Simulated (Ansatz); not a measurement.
**Wurtzite BN (high-pressure phase): cohesive energy by level of theory**

No measured value is used here.

| level (code) | value (eV/atom) | cell (Å³/atom) |
|---|---|---|
| PBE (Ansatz) | ___ | 5.97 |
| r²SCAN (Ansatz) | 6.79 | 5.90 |
| HSE06 (Ansatz) | 6.83 | 5.83 |
| Hartree–Fock (Ansatz) | 4.70 | 5.84 |

**Question.** Some entries are withheld; supply them.

**Answer.** 
- PBE (Ansatz, a first-principles code), value (eV/atom): 6.92

Free atoms are spin-polarised, in the lowest state found; at levels without +SOC their spin–orbit coupling is left out.  Each level is taken at its own relaxed cell. Cutoffs and k meshes differ between the levels. Ansatz's density-functional and Hartree–Fock values are scalar-relativistic unless marked +SOC, with PAW data made under PBE.
